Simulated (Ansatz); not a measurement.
## A computed series for hypothetical P3_121 CuCl: pressure series

The reference is CuCl (space group P3_121, No. 152; a hypothetical phase, not in the database extracts checked; made of chains).

```yaml
crystal:
  lattice:
    - [3.97628, 0.00000, 0.00000]
    - [-1.98814, 3.44356, 0.00000]
    - [0.00000, 0.00000, 8.97392]
  atoms:
    - { symbol: Cu, position: [0.22051, 0.22051, 0.50000] }
    - { symbol: Cu, position: [0.77949, 0.00000, 0.83333] }
    - { symbol: Cu, position: [0.00000, 0.77949, 0.16667] }
    - { symbol: Cl, position: [0.56246, 0.56246, 0.00000] }
    - { symbol: Cl, position: [0.43754, 0.00000, 0.33333] }
    - { symbol: Cl, position: [0.00000, 0.43754, 0.66667] }
```

Cell and atoms are relaxed at each pressure.

Calculations: PBEsol in Ansatz (plane waves to 420 eV, PAW, without spin-orbit coupling).

Base values:

The band gap is 2.06 eV.

Problem. The aim is a band gap between 0.57 eV and 0.63 eV. Which of these changes reaches it?
(A) pressure 7.5 GPa
(B) pressure 10 GPa
(C) pressure 0.7 GPa

Solution. B, pressure 10 GPa. It gives 0.59 eV; pressure 0.7 GPa gives 0.27 eV; pressure 7.5 GPa gives 0.51 eV. Changes not listed may reach it too

Load acts through the strain it causes; cell and atoms are relaxed under it. Stability against distortions was not tested. No other phases were tried under pressure. No Hubbard U is applied. The final runs are not spin-polarised. Along this pressure series the structure jumps between 0 GPa and pressure 0.3 GPa; cells beyond that are another form of it. No dispersion term is included in the PBEsol runs. The zero or small gap of CuCl under pressure 0.7 GPa can change with the level of theory.

Ansatz is a program for electronic structure.
